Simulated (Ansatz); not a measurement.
**GeS (model structure, started from the 4H type, P6₃mc, No. 186, 8 atoms in the cell)**

All values below come from PBEsol (Ansatz, a program for electronic structure, PAW).

Run with plane-wave cutoff 500 eV, 12×12×4 k mesh (along the axes of the cell as run), Fermi–Dirac smearing 0.05 eV, scalar-relativistic PAW data made under PBE.

Cell (relaxed at this level):

```xyz
8
Lattice="4.5345 0.0000 0.0000 -2.2673 3.9270 0.0000 0.0000 0.0000 10.5719" Properties=species:S:1:pos:R:3 pbc="T T T"
Ge     0.0000     0.0000     0.2400
Ge     0.0000     0.0000     5.5260
Ge     2.2673     1.3090     8.1754
Ge     0.0000     2.6180     2.8894
S      0.0000     0.0000     8.3206
S      0.0000     0.0000     3.0346
S      2.2673     1.3090     5.7361
S      0.0000     2.6180     0.4501
```

```yaml
band_gap: 0.44 eV (on the SCF k mesh)
```

Note: the relaxation could raise the start's symmetry but not lower it, so the cell can be a saddle point.

Spin–orbit coupling is not included.

Static lattice: no zero-point or thermal effects.

A model structure was made by putting elements into a prototype or built by hand; it is no filed structure, need not be a known phase, and can be a saddle point held by its symmetry.
